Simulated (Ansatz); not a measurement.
SrTiO3, response to strain

Take SrTiO₃ in the cubic perovskite structure (space group Pm-3m, No. 221; a = 3.891 Å) as the base. Axes: x, y, z lie along the cube axes.

Strains are applied to the cell and any free atomic positions relax; under biaxial strain the out-of-plane vector relaxes too.

Level of theory: PBEsol, PAW, 420 eV (Ansatz, an electronic-structure program; spin-orbit coupling left out).

```csv
"biaxial strain, plane normal [111], relaxed out of plane (%)",band gap (eV)
0,1.85
0.5,?
1,1.77
1.5,1.73
2,1.69
2.5,1.65
```

Q: Fit E_g = E₀ + Dε (ε in %) to the rows shown and predict the withheld row.

A: Least squares on the printed values gives E₀ = 1.85 eV, D = -80.0 meV per % of strain (largest residual 0.00 eV); this predicts 1.81 eV, and the run gives 1.81 eV, in agreement.

Stability against distortions was not tested. All final runs are without spin polarisation. Many cubic perovskites are stable only at high temperature; tilts and polar distortions were not tested.
